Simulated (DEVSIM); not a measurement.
## Si p-i-n diode

Structure: Si p-i-n diode, at 300 K.

```tsv
layer (left to right)	material	thickness (μm)	Nd (cm⁻³)	Na (cm⁻³)	τn (s)	τp (s)
1	Si	0.200	-	3e17	4.9e-6	4.9e-6
2	Si	19.0	1e12	-	4.9e-6	4.9e-6
3	Si	1.60	6.6e18	-	4.9e-6	4.9e-6
```

Left contact: ohmic. Right contact: ohmic. Voltage is applied to the left contact. Recombination: SRH at mid-gap. Gap narrowing is on: ΔEg = 6.92 meV × (l + √(l² + 0.5)), l = ln(N/1.3e17 cm⁻³), shared equally by both band edges. Mobility is constant in doping.

The device is made up for the run: typed textbook-type constants, with dimensions and the other settings drawn at random. Values at 300 K.

| parameter | Si |
|---|---|
| gap (eV) | 1.124 |
| affinity (eV) | 4.05 |
| permittivity | 11.7 |
| Nc (cm⁻³) | 2.86e19 |
| Nv (cm⁻³) | 3.1e19 |
| μn (cm²/Vs) | 1417 |
| μp (cm²/Vs) | 470 |

DEVSIM, 1D drift-diffusion, Boltzmann statistics, complete ionisation; no tunnelling, impact ionisation, image-force lowering or self-heating.

```yaml
potential_step_across_the_device_at_zero_bias: 0.932 V
Dark forward voltage at 1 A/cm²: 0.588 V
Dark forward voltage at 100 A/cm²: 0.758 V
```

Dark forward current:

```
V (V)  J (A/cm²)
-----  ---------
0.05      1.4e-7
0.10      5.9e-7
0.15      2.2e-6
0.20      8.3e-6
0.25      3.1e-5
0.30     0.00011
0.35     0.00040
0.40      0.0017
0.45      0.0085
0.50       0.049
0.55        0.28
0.60         1.5
0.65         6.8
0.70          26
0.75          85
0.80         230
0.85         530
0.90        1100
0.95        1800
1.00        2900
```

Dark reverse current:

| V (V) | J (A/cm²) |
|---|---|
| -0.40 | -1.6e-7 |
| -1.00 | -2.3e-7 |
| -2.00 | -2.6e-7 |
| -3.00 | -2.8e-7 |
| -4.00 | -2.9e-7 |
| -6.00 | -3.0e-7 |
| -8.00 | -3.1e-7 |
| -10.00 | -3.1e-7 |
| -13.00 | -3.2e-7 |
| -16.00 | -3.2e-7 |
| -20.00 | -3.2e-7 |
